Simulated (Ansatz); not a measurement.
# ZrO2 under a change: Zr → Sm

Consider ZrO2 (space group P2_1/c, No. 14; a = 5.1543 Å, b = 5.2257 Å, c = 5.3313 Å, α = γ = 90.00°, β = 99.41°).

The change: Sm takes the place of Zr on all its sites, then cell and atoms are relaxed.

Calculations: r2SCAN (Ansatz, an electronic-structure program, PAW, no spin-orbit coupling). k-mesh 10×7×10 (Γ-centred); smearing 0.05 eV (Fermi–Dirac), for the changed cell.

```yaml
volume_per_atom: 13.05 Å³ (base 11.81 Å³)
space_group: Pnnm (No. 58) (base P2_1/c (No. 14))
shortest_interatomic_distance: 2.316 Å (base 2.054 Å)
magnetic_state: ferromagnetic (base not spin-polarised)
largest_site_moment: 4.55 μB (base 0.00 μB)
```

Cost of the whole job for the changed cell (relaxation, final SCF and bands): about 80 core-minutes (a rough figure).

The magnetic state is the one reached from the starting moments; the real material's order can differ, and small cells can't hold many antiferromagnetic ones. Open 4f shells without U are poorly described, and the f state was not checked. Whether these cells are dynamically stable was not tested. As relaxed here, SmO2 is a hypothetical phase, not in the database extracts checked. No Hubbard U is applied, and correlation can decide whether such a compound is a metal.
